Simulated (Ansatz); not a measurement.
The starting structures come from a database of crystals and need not be the phases stable at ambient conditions.

By PBEsol, the system below comes out a metal.

The ballistic (Sharvin) conductance counts the channels at the Fermi level: G/A = (e²/h) × channels of both spins per area.

Here is the system:

```xyz
4
Lattice="3.8260 0.0000 0.0000 0.0000 3.8260 0.0000 0.0000 0.0000 3.8260" Properties=species:S:1:pos:R:3 pbc="T T T"
Ti     0.0000     0.0000     0.0000
Rh     1.9130     1.9130     0.0000
Rh     0.0000     1.9130     1.9130
Rh     1.9130     0.0000     1.9130
```

The cell is taken as given; by PBEsol it stands under a pressure of -5.1 GPa.

The current flows along the normal of the first two printed cell vectors, the (001) plane of the conventional cell. No spin-orbit coupling; the value is a mean over 0.1 eV about the Fermi level.

Give the ballistic conductance per area that PBEsol (Ansatz, an electronic-structure program) yields.

1.1 × 10¹⁵ S/m² for both spins.
